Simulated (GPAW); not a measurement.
Band structure of Ba3Sr (Fm-3m, 4 atoms in the cell).

```
Ba3Sr
1.0
    0.00000     5.06997     5.06997
    5.06997     0.00000     5.06997
    5.06997     5.06997     0.00000
Ba Sr
3 1
Direct
  0.25000   0.25000   0.25000
  0.75000   0.75000   0.75000
  0.50000   0.50000   0.50000
  0.00000   0.00000   0.00000
```

Method: PBEsol, GPAW PAW datasets PBEsol (made by gpaw-setup) (plane waves; GPAW 25.7.0).

Settings: mode = pw; ecut = 600 eV; xc = PBEsol; kpts = 7 7 7; mesh shift (steps) = 0 0 0; occupations.name = fermi-dirac; occupations.width = 0.1 eV; nbands = -8; symmetry.symmorphic = false; symmetry.tolerance = 0.0005; maxiter = 120; bandpath_npoints = 40.

The starting cell comes from a database of computed structures (which also holds hypothetical and non-ambient phases and stackings), without a prior relaxation at this level. Its lattice was rescaled by a random factor within 2.5 % of one.

Levels in eV from the Fermi level, bands 17 to 24:
```tsv
point	17	18	19	20	21	22	23	24
Γ	-2.94	-0.36	-0.36	0.21	0.21	0.21	0.63	0.63
X	-1.34	-1.16	-0.82	-0.76	0.78	0.78	0.78	0.79
W	-1.28	-0.92	-0.92	-0.78	0.45	0.67	0.67	0.89
K	-1.35	-1.00	-0.97	-0.57	0.43	0.65	0.79	0.85
L	-1.63	-1.49	0.04	0.04	0.44	0.44	0.46	0.55
U	-1.35	-1.00	-0.97	-0.57	0.43	0.65	0.79	0.85
```

Bands cross the Fermi level along this path, so the cell is metallic at this level.
